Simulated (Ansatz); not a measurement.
Data:

```yaml
crystal:
  lattice:
    - [2.77672, 0.00000, 0.00000]
    - [1.38836, 2.40471, 0.00000]
    - [1.38836, -0.80157, 2.18399]
  atoms:
    - { symbol: Ir, position: [0.00000, 0.00000, 0.00000] }
```

No spin polarisation.

All numbers come from PBEsol (Ansatz, a program for electronic structure), no SOC. k-mesh 29×29×29 (Γ-centred); smearing 0.1 eV (Fermi–Dirac).

Q: What is the computed space group?

A: R-3m (No. 166).

Q: Estimate the band gap.

A: Zero.

Q: What pressure (mean of the normal stresses, compression positive) does the calculation give?

A: -12.2 GPa.

The cells carry an imposed strain or load. Stability against distortions was not tested. All final runs are without spin polarisation. The cell was made from Ir in the fcc (Cu type) structure (space group Fm-3m, No. 225) by this change: biaxial strain +2.50 %, plane normal [111], relaxed out of plane.
